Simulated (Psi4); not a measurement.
Psi4 1.11, PBE/def2-svpd: Hf(OH)4 ([OH][Hf]([OH])([OH])[OH]), 9 atoms. The geometry is a generated start, not checked to be a minimum at this level.

```json
{
  "task": "energy",
  "method": "pbe",
  "basis": "def2-svpd",
  "memory": "3 GB",
  "maxiter": "100",
  "keys_of_the_molecule_block": "symmetry c1",
  "scf_type": "df (default)",
  "guess": "auto, which took SAD (default)",
  "scf_initial_accelerator": "adiis (default)",
  "e_convergence": "1e-06 (default)",
  "d_convergence": "1e-06 (default)",
  "dft_radial_points": "75 (default)",
  "dft_spherical_points": "302 (default)",
  "effective_core_potentials": "those of the basis set, past Kr",
  "basis_functions": "159",
  "grid_points": "195477"
}
```

```xyz
9

Hf     0.0225    -0.2259    -0.0449
O      1.5181    -0.4017    -1.1544
H      2.1363     0.3366    -1.1085
O      0.4704    -0.0003     1.7548
H      0.3403     0.9211     2.0117
O     -0.6632     1.4329    -0.5763
H     -1.0222     1.4009    -1.4711
O     -1.2998    -1.5455    -0.1387
H     -1.5025    -1.9182     0.7273
```

Charge 0 and multiplicity 1 are set for this test and not shown to be the ground state.

One run each on 2 threads. Values of diis_max_vecs tried: 3, 6, 10 (default), 20.

Question: Predict the course of the SCF iterations along this series.

Answer: Fewest SCF iterations, within one of each other: 6 with 10, 10 (default) with 10, 20 with 10. The count rises to 24 at 3. All converge to one solution.

| diis_max_vecs | SCF iterations | end |
|---|---|---|
| 3 | 24 | same solution |
| 6 | 10 | same solution |
| 10 (default) | 10 | same solution |
| 20 | 10 | same solution |
